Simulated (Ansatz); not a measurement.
## Na2HF4, pressure series

Consider Na2HF4 (space group P2/m, No. 10; a = 4.3852 Å, b = 3.8492 Å, c = 5.7201 Å, α = γ = 90.00°, β = 107.33°; a cell from a computed database, its experimental status unchecked).

Cell and atoms are relaxed at each pressure.

The values are results of PBEsol (Ansatz, a program for electronic structure; PAW; 420 eV plane waves; without spin-orbit coupling), not measurements.

Notes on the quantities. enthalpy: H = E + PV relative to the base's energy.

```csv
variant,enthalpy,volume per atom
base,–,13.17 Å³
pressure −2 GPa,-0.17 eV/atom,14.24 Å³
pressure −1 GPa,-0.08 eV/atom,13.64 Å³
pressure 0.9 GPa,+0.07 eV/atom,12.78 Å³
```

The mesh was chosen for an insulator and is coarse for the gapless case. Load acts through the strain it causes; cell and atoms are relaxed under it. Stability against distortions was not tested. All final runs are without spin polarisation. An odd electron count without spin: Na2HF4.
